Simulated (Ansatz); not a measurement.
Input:

```xyz
2
Lattice="3.0680 0.0000 0.0000 0.0000 3.0680 0.0000 0.0000 0.0000 3.0680" Properties=species:S:1:pos:R:3 pbc="T T T"
Ti     1.5340     1.5340     1.5340
Tc     0.0000     0.0000     0.0000
```

Method: PBEsol, DFPT electron-phonon coupling, linearised Boltzmann equation (plane waves, PAW, scalar-relativistic; Ansatz, an electronic-structure program). Cell: relaxed with this functional, without spin-orbit coupling.

Estimate the phonon-limited resistivity at 300 K, by direction if it differs.

7.1 μΩ·cm.

How long is the mean free path there?

8.8 nm, weighted by the current that each state carries. Wires not much wider than this gain resistivity from their walls.

A metal at this level (no band gap). Only scattering by harmonic phonons is included (no impurities, grain boundaries, electron-electron scattering or thermal expansion). Spin-orbit coupling is left out. Halving the electron mesh (28x28x28) moves the resistivity by up to 1 % at 300 K, the mean free path by up to 1 %. Smearing 0.20 eV; phonons on a 5x5x5 q mesh, which this run doesn't test.

Formula and space group known from diffraction (Crystallography Open Database), not checked to be the room-temperature form: TiTc (Pm-3m).
